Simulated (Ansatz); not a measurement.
Consider ZrO$_{2}$ in the fluorite structure (space group Fm-3m, No. 225; a = 5.089 Å).

It is then changed as follows: cell and atoms relaxed at a pressure of 30 GPa.

Levels (all Ansatz, a program for electronic structure, PAW, earlier PAW set): r2SCAN (500 eV, no SOC); HSE06+SOC (420 eV, with spin-orbit coupling).

The geometry is relaxed with r2SCAN.

| Property | Result |
|---|---|
| r2SCAN lowest conduction level above the VBM at special points | Γ 4.17 eV; X 4.67 eV; L 4.90 eV |

With HSE06+SOC at the same geometry, the lowest conduction level above the VBM at special points changes from Γ 4.17 eV; X 4.67 eV; L 4.90 eV to Γ 5.29 eV; X 5.77 eV; L 6.07 eV.

Single points use the geometry relaxed with r2SCAN. Their cutoffs differ, which shifts pressures a little. HSE06 was sampled on its mesh, a few special points and the semilocal edge points, so its gap is an upper bound. The spin-orbit shifts are approximate. The levels and masses belong to the bands next to the band gap. Load acts through the strain it causes; cell and atoms are relaxed under it. Stability against distortions was not tested. No other phases were tried under pressure. This is not the structure that ZrO2 has at room temperature and ambient pressure.
